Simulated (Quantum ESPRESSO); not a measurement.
Quantum ESPRESSO is run on PbSeO₄ (P2_1/c, 24 atoms in the cell), and the run fails. The aim is a self-consistent single point with DFT, PBEsol, plane waves, GBRV 1.5 ultrasoft (PBESOL) pseudopotentials.

Cell that was meant: a = 6.9776 Å, b = 7.4337 Å, c = 8.7850 Å, α = 90.00°, β = 127.29°, γ = 90.00°.

Part of the input:

```fortran
    nbnd = 92
/
&electrons
    conv_th = 1.0d-10
/
ATOMIC_SPECIES
Pb   207.2000  pb_pbesol_v1.uspp.F.UPF
```

Log, with long lists cut:

```
     This program is part of the open-source Quantum ESPRESSO suite
     for quantum simulation of materials; please cite

 %%%%%%%%%%%%%%%%%%%%%%%%%%%%%%%%%%%%%%%%%%%%%%%%%%%%%%%%%%%%%%%%%%%%%%%%%%%%%%
     Error in routine  read_namelists (1):
      bad line in namelist &electrons: "    conv_th = 1.0d-10" (error could be in the previous line)
 %%%%%%%%%%%%%%%%%%%%%%%%%%%%%%%%%%%%%%%%%%%%%%%%%%%%%%%%%%%%%%%%%%%%%%%%%%%%%%

     stopping ...
```

Problem. From the messages shown, name the fault and mend the input.

Solution. The fault is a keyword that the program does not know. The program does not know a key of this name. To fix it, use the program's own name for the key. The program stopped before any SCF iteration.

The sound input it was made from differs as follows (other fixes are possible):
```diff
-    conv_th = 1.0d-10
+    conv_thr = 1.0d-10
```

With that input, the run converged in 16 iterations: free energy E − TS -18283.3367 eV; top of the valence band (on the code's own zero) 5.14 eV; gap on the k-point mesh 3.50 eV; pressure 0.11 GPa; largest force (vector length) 0.300 eV/Å (DFT, PBEsol, plane waves, GBRV 1.5 ultrasoft (PBESOL) pseudopotentials).

On the sound input: the starting cell comes from a database of computed structures (which also holds hypothetical and non-ambient phases and stackings), without a prior relaxation at this level. Spin-orbit coupling is off.
